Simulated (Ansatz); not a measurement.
# Response to strain in NbP

Start from NbP (space group I4_1md, No. 109; a = 3.3469 Å, c = 11.4300 Å; relaxed with 0.1 eV smearing).

Strains are applied to the cell and any free atomic positions relax.

Calculations: PBE, PAW, 420 eV (Ansatz, a program for electronic structure; no SOC).

Notes on the quantities. pressure: mean of the normal stresses, compression positive.

```
isotropic strain (%)  pressure (GPa)
--------------------  --------------
-2.67                           18.3
-1.96                           12.8
-0.97                              ?
0                                0.0
0.67                            -3.6
```

Fit P = P₀ − Bδ + Cδ² with δ = (1 + ε)³ − 1 to the rows shown and predict the withheld row.

Least squares on the printed values gives P₀ = 0.0 GPa, B = 188 GPa (at held cell shape), C = 595 GPa (largest residual 0.0 GPa); this predicts 5.9 GPa, and the run gives 5.9 GPa, in agreement.

Stability against distortions was not tested. All final runs are without spin polarisation.
